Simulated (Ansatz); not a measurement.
**MgTe, response to strain**

Start from MgTe in the zinc blende structure (space group F-43m, No. 216; a = 6.439 Å). Axes: x, y, z lie along the cube axes.

Strains are applied to the cell and any free atomic positions relax.

Calculations: DFT with PBEsol, PAW potentials and a 420 eV plane-wave cutoff in Ansatz (a first-principles code), no spin-orbit coupling.

Candidates:
(a) tensor shear ε_xy = +1.14 %
(b) tensor shear ε_xy = +1.71 %
(c) tensor shear ε_xy = +2.00 %
(d) tensor shear ε_xy = +1.43 %
(e) tensor shear ε_xy = +0.86 %

Before the change:

| Property | Value |
|---|---|
| Band gap | 2.35 eV |

Problem. Order them by band gap, lowest first.

Solution. (c) tensor shear ε_xy = +2.00 % (2.20 eV), (b) tensor shear ε_xy = +1.71 % (2.22 eV), (d) tensor shear ε_xy = +1.43 % (2.25 eV), (a) tensor shear ε_xy = +1.14 % (2.27 eV), (e) tensor shear ε_xy = +0.86 % (2.29 eV)

Spin-orbit coupling, missing from the scalar runs, can matter with Te. Stability against distortions was not tested.
